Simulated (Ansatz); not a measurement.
Levels about the gap of amorphous Ga$_{24}$O$_{37}$Mg (62 atoms in a cell of 769 Å³, 4.94 g/cm³; zone centre alone, so wide bands show as single levels with stretches between that a denser mesh fills), at the geometry that PBE relaxed, where it gives -0.5 GPa on a denser mesh. The participation number counts the atoms over which a state spreads; weights are charges in smoothed Voronoi cells. The levels come from a single point, so bond lengths are those of that geometry. Method of the levels: PBE, scalar-relativistic without spin-orbit coupling (Ansatz, an electronic-structure program). Sampling: the zone centre alone; Fermi-Dirac width 0.02 eV; no spin polarisation. At PBE the levels at the filled edge of the gap are localised (band-tail or defect states), and the nearest spread-out levels lie 1.8 eV apart at the zone centre.

The cell was made by melting and quenching with the CHGNet potential and then relaxed with DFT. O atoms were pushed apart under 1.9 Å during the dynamics, to hinder bonds among them. The hot cell started wider than the set density and was brought back towards it in steps. It is the lowest in DFT energy of 2 quenches. It is a model cell: composition and starting density were chosen by hand, and all elements were melted together. No dispersion term was used. Its density started from a set value of 4.94 and ended at 4.94 g/cm³. Cooling (nominally 220 K/ps over its main leg) ran many orders faster than in experiment, which tends to leave more defects and strain. A cell of this size samples the disorder only roughly. The volume was held where the preparation left it, at a PBE pressure of -0.5 GPa (tension). Stress components on the final sampling reach 2.6 GPa.

| E - E(highest filled), eV | filling | participation number | largest on | weight O | weight Ga | weight Mg |
|---|---|---|---|---|---|---|
| -0.48 | filled | 18.1 | O, 3 neighbours | 0.93 | 0.06 | 0.00 |
| -0.44 | filled | 11.6 | O, 3 neighbours | 0.95 | 0.05 | 0.00 |
| -0.37 | filled | 7.2 | O, 3 neighbours | 0.94 | 0.06 | 0.00 |
| -0.31 | filled | 13.0 | O, 3 neighbours | 0.95 | 0.05 | 0.00 |
| -0.25 | filled | 9.5 | O, 2 neighbours | 0.94 | 0.06 | 0.00 |
| -0.24 | filled | 9.6 | O, 2 neighbours | 0.94 | 0.06 | 0.00 |
| 0.00 | filled | 4.6 | O, 2 neighbours | 0.95 | 0.05 | 0.00 |
| 1.53 | empty | 57.0 | Ga, 4 neighbours | 0.53 | 0.46 | 0.01 |
| 4.08 | empty | 34.1 | Ga, 5 neighbours | 0.55 | 0.45 | 0.00 |
| 4.18 | empty | 22.5 | Ga, 4 neighbours | 0.56 | 0.44 | 0.00 |
| 4.29 | empty | 40.4 | Ga, 4 neighbours | 0.58 | 0.42 | 0.00 |
| 4.47 | empty | 32.4 | Ga, 5 neighbours | 0.57 | 0.43 | 0.00 |
| 4.62 | empty | 33.7 | Ga, 6 neighbours | 0.56 | 0.44 | 0.00 |
| 4.79 | empty | 34.1 | Ga, 4 neighbours | 0.59 | 0.39 | 0.02 |

Most localised among these is the filled level at +0.00 eV, on a O atom, which has 2 neighbours (Ga 1.81 Å, Ga 1.82 Å).
